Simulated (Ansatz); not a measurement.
```
CELL_PARAMETERS angstrom
      0.00000     2.96849     2.96849
      2.96849     0.00000     2.96849
      2.96849     2.96849     0.00000
ATOMIC_POSITIONS crystal
  P  0.75000 0.75000 0.75000
  In 0.00000 0.00000 0.00000
```

No spin polarisation.

Level of theory: r2SCAN (Ansatz, a first-principles code, PAW, no spin-orbit coupling). k-mesh 10×10×10 (Γ-centred); smearing 0.05 eV (Fermi–Dirac).

Q: Predict the width of the top valence band, gap character, electron mass and hole mass.

A: 
* **Width of the top valence band**: 2.83 eV
* **Gap character**: direct at Γ
* **Electron mass**: 0.068 mₑ (at Γ)
* **Hole mass (degenerate bands, along [100])**: 0.067, 0.45, 0.45 mₑ (at Γ)

Load acts through the strain it causes; cell and atoms are relaxed under it. Effective masses come from finite differences of ±0.01 Å⁻¹. No phonon test of stability was made. The cell was made from InP in the zinc blende structure (space group F-43m, No. 216) by this change: pressure −1 GPa.
